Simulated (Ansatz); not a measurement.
An Ansatz (a first-principles code) input (Ansatz, PBEsol-D3(BJ), PAW, cutoff 420 eV, no spin-orbit coupling):

Ansatz 0.2 input:
```yaml
crystal:
  lattice:
    - [3.1917262765, 0, 0]
    - [-1.5958631383, 2.797688297, 0]
    - [0, 0, 12.411075011]
  atoms:
    - { symbol: W, position: [0.6666666667, 0.3333333333, 0.75] }
    - { symbol: W, position: [0.3333333333, 0.6666666667, 0.25] }
    - { symbol: Se, position: [0.6666666667, 0.3333333333, 0.3854472202] }
    - { symbol: Se, position: [0.3333333333, 0.6666666667, 0.8854472202] }
    - { symbol: Se, position: [0.3333333333, 0.6666666667, 0.6145527798] }
    - { symbol: Se, position: [0.6666666667, 0.3333333333, 0.1145527798] }
basis: { ecutwfc: 420, ecutrho_ratio: 4, xc_grid: 2, fft_grid_basis: typed }
kpoints: { mp_grid: { grid: [12, 12, 3] } }
hamiltonian:
  xc: pbesol
  dispersion: d3bj
  pseudopotentials: { kind: paw }
scf: { occupations: { method: fermi_dirac, width: 0.05 }, convergence: { dr2_threshold: 0.0000000006 } }
relax: { f_tol: 0.005, max_steps: 50 }
output: { forces: true, stress: true }
checkpoint: { write: state.ck, write_every: 1000 }
```

Problem. Which symmetry and how many k-points will the program report, and about how many plane waves at Γ?

Solution. Space group Cmcm (ITA 63) with 8 operations, k-points 86 of 432, and 2209 plane waves at Γ.

Problem. And the final pressure?

Solution. 1.20 GPa (compression positive).

The cells carry an imposed strain or load. Whether these cells are dynamically stable was not tested. The cell was made from WSe₂ (space group P6_3/mmc, No. 194; layered, stacked along the Cartesian z axis) by this change: uniaxial strain ε_xx = −1.20 %.
